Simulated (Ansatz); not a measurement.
Consider interstitial N in 3C silicon carbide, charge state -1. The step: N moves alone to another site (a rearrangement that moves the defect's centre by under 1 Å); the atom moves 0.75 Å along (0.12, 0.00, 0.12) of the unit cell; the moving atom starts with neighbours C at 1.42; Si at 1.63, Si at 1.81 Å and ends with C at 1.42; Si at 1.63, Si at 1.81 Å. DFT values are from Ansatz (plane-wave PAW, 420 eV unless said) in a cell of 64 host sites, spin-restricted, static, with no finite-size correction. The charge state is imposed; whether it is stable for some Fermi level was not computed. Sites that were not tried may lie lower. For the PBE band: the saddle point's order was not checked, and it lies on a symmetry element of the cell, where a band can be held.

```json
[
 {"Level": "CHGNet universal potential (has no charge state), its own band", "Forward barrier (eV)": "0.10", "Cost of the band or of the saddle's single point": "-"},
 {"Level": "PBE, a 2×2×2 k-point mesh shifted by half a step, band relaxed", "Forward barrier (eV)": "0.09", "Cost of the band or of the saddle's single point": "roughly 30 core-minutes"},
 {"Level": "PBE, a 3×3×3 k-point mesh shifted by half a step, same geometries", "Forward barrier (eV)": "0.09", "Cost of the band or of the saddle's single point": "very roughly 3 core-minutes"},
 {"Level": "r2SCAN at 500 eV, a 2×2×2 k-point mesh shifted by half a step, same geometries", "Forward barrier (eV)": "(withheld)", "Cost of the band or of the saddle's single point": "roughly 100 core-seconds"}
]
```

Problem. What belongs in the gaps?

Solution. 
- r2SCAN at 500 eV, a 2×2×2 k-point mesh shifted by half a step, same geometries, Forward barrier (eV): 0.14

Ansatz is a program for electronic structure.
